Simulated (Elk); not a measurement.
Worked example: self-consistent single point of Mo (Im-3m, 1 atom in the cell) in Elk.

Method of the run: LDA (PW92), all-electron FP-LAPW, Elk's shipped species files, APW+lo basis with extra local orbitals run with Elk 10.2.4.

```yaml
crystal:
  lattice:
    - [-1.56713, 1.56713, 1.56713]
    - [1.56713, -1.56713, 1.56713]
    - [1.56713, 1.56713, -1.56713]
  atoms:
    - { symbol: Mo, position: [0.00000, 0.00000, 0.00000] }
```

Reference input (self-consistent single point, DFT, LDA (PW92), all-electron FP-LAPW, Elk's shipped species files, APW+lo basis with extra local orbitals): xctype = 3; rgkmax = 7.5; stype = 3; swidth = 0.00367493 Ha; ngridk = 11 11 11; gmaxvr = 16 1/bohr; nxlo = 2; lorbcnd = true; rmtscf = 0.93; lmaxi = 2. This run's input differs from it in these lines:

```diff
@@ -17,2 +17,5 @@
   .true.
+
+nrmtscf
+  2.0
```

Output (repeated stretches shortened):

```
│ Self-consistent loop started │
│ Loop number : 1 │
 total energy                :     -4044.33253389
│ Loop number : 2 │
 total energy                :     -4044.43719084
RMS change in Kohn-Sham potential (target) :   0.9912715108E-01 (  0.1000000000E-05)
Absolute change in total energy (target)   :   0.1046569482     (  0.1000000000E-03)
│ Loop number : 3 │
 total energy                :     -4045.00872126
RMS change in Kohn-Sham potential (target) :   0.7863653126E-01 (  0.1000000000E-05)
Absolute change in total energy (target)   :   0.5976946594     (  0.1000000000E-03)
│ Loop number : 4 │
   [... lines left out ...]
Absolute change in total energy (target)   :   0.1047436607E-02 (  0.1000000000E-03)
│ Loop number : 13 │
 total energy                :     -4045.43382905
RMS change in Kohn-Sham potential (target) :   0.6467216288E-06 (  0.1000000000E-05)
Absolute change in total energy (target)   :   0.3403498927E-03 (  0.1000000000E-03)
│ Loop number : 14 │
 total energy                :     -4045.43384022
RMS change in Kohn-Sham potential (target) :   0.1484399949E-06 (  0.1000000000E-05)
Absolute change in total energy (target)   :   0.9625477151E-04 (  0.1000000000E-03)
Convergence targets achieved

│ Loop number : 15 │

Energies :
 Fermi                       :     0.499793043876
 total energy                :     -4045.43384262

Density of states at Fermi energy :    26.56608725
 (states/Hartree/unit cell)

Estimated indirect band gap :   0.2136964036E-02
 from k-point     51 to k-point     43
Estimated direct band gap   :   0.1058416711E-01
 at k-point     25

Charges :
 core                        :    28.00000000
 valence                     :    14.00000000
 interstitial                :    1.936349596
 muffin-tins (core leakage)
  species :    1 (Mo)
   atom    1                 :    40.06365040     (  0.1328831900E-05)
 total in muffin-tins        :    40.06365040
 total calculated charge     :    42.00027729
 total charge                :    42.00000000
 error                       :   0.2772868389E-03

│ Self-consistent loop stopped │
```

The run converged in 15 iterations. The count includes the last loop, which Elk runs after its targets are met. Against the reference run the free energy rises by 6.8 meV/atom.

The starting cell has typed, rounded lattice constants, without a prior relaxation at this level. Its lattice was rescaled by up to half a per cent. Spin polarisation is off. Values depend on the basis (sphere radii, cutoffs, local orbitals), which need not be converged. The log's line on a gap gives a spacing of levels on this mesh, which the program prints for metals too.
